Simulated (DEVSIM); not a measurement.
System: abrupt In0.53Ga0.47As p-n junction, at 300 K.

| layer (left to right) | material | thickness (μm) | Nd (cm⁻³) | Na (cm⁻³) | τn (s) | τp (s) |
|---|---|---|---|---|---|---|
| 1 | In0.53Ga0.47As | 0.220 | - | 1.3e16 | 5.7e-9 | 5.7e-9 |
| 2 | In0.53Ga0.47As | 2.90 | 5e16 | - | 5.7e-9 | 5.7e-9 |

Left contact: ohmic. Right contact: ohmic. Voltage is applied to the left contact. Recombination: SRH at mid-gap, radiative, Auger. Mobility is μmin + (μ − μmin)/(1 + (N/Nref)^α).

The device is made up for the run: typed textbook-type constants, with dimensions and the other settings drawn at random. Values at 300 K.

```tsv
parameter	In0.53Ga0.47As
gap (eV)	0.74
affinity (eV)	4.51
permittivity	13.9
Nc (cm⁻³)	2.1e17
Nv (cm⁻³)	7.7e18
μn (cm²/Vs)	12000
μp (cm²/Vs)	300
μn,min	300
μp,min	10
Nref,n	1.3e17
Nref,p	4.9e17
αn	0.48
αp	0.4
B (cm³/s)	9.6e-11
Cn (cm⁶/s)	5e-29
Cp (cm⁶/s)	5e-29
```

DEVSIM, 1D drift-diffusion, Boltzmann statistics, complete ionisation; no tunnelling, impact ionisation, image-force lowering or self-heating.

The thickness of layer 1 was swept, all else fixed.

```
thickness of layer 1 (μm)  largest field in the device at zero bias (V/cm)  dark forward voltage at 100 A/cm² (V)  dark forward voltage at 1 A/cm² (V)
-------------------------  -----------------------------------------------  -------------------------------------  -----------------------------------
0.044                                                                59000                                  0.281                                0.152
0.077                                                                49000                                  0.294                                0.163
0.13                                                                 41000                                  0.316                                0.182
0.22                                                                 36000                                  0.346                                0.215
0.37                                                                 36000                                  0.369                                0.244
0.66                                                                 36000                                  0.388                                0.266
1.1                                                                  36000                                  0.404                                0.282
```

From the first row to the last the largest field in the device at zero bias goes from 59000 to 36000. From the first row to the last the dark forward voltage at 100 A/cm² goes from 0.281 to 0.404.
